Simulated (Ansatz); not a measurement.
The reference is CdTe in the zinc blende structure (space group F-43m, No. 216; a = 6.5581 Å). Axes: x, y, z lie along the cube axes.

All numbers come from r2SCAN in Ansatz (plane waves to 500 eV, PAW, no spin-orbit coupling), earlier PAW set.

A first run, uniaxial strain ε_xx = −0.70 %, gives secant values C11 ≈ 52 GPa and C12 ≈ 36 GPa from its stress. A second run applies biaxial strain −1.31 %, plane normal [001], relaxed out of plane.

What does linear elasticity predict for −ε⊥/ε∥ in the second run, and what does the run give?

Linear elasticity: 2 C12/C11 = 1.38. The run gives 1.34; any difference comes from nonlinear terms at these strains and numerical noise.

No phonon test of stability was made.

Ansatz is a first-principles code.
